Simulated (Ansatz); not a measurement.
Ge₃N₄ (P6_3/m), Ansatz (a first-principles code) with PBEsol, rigid bands: N_c = 3.10e18 cm⁻³ at 300 K and an electron conductivity mass of 0.275 mₑ along y (a = (8.06, 0.00, 0.00) Å; b = (-4.03, 6.98, 0.00) Å; c = (0.00, 0.00, 3.08) Å).

For 1e16 electrons per cm³ at 300 K, place the Fermi level, estimate the Seebeck coefficient of a parabolic band with constant τ, and give mobility and conductivity for τ = 20 fs.

The level lies k_BT ln(N_c/n) = 0.148 eV below the conduction-band minimum. S ≈ −(k_B/e)[ln(N_c/n) + 5/2] = -710 μV/K, against -711 μV/K from the full bands (mean over directions). μ = eτ/m = 128 cm²/(V·s) and σ = neμ = 0.205 S/cm. τ is assumed, not computed.

Band transport and this doping are assumed; polarons and phonon drag are left out. Spin-orbit coupling is left out.

Computed structure, not matched to a measured one here, so possibly hypothetical: Ge3N4 (P6_3/m).
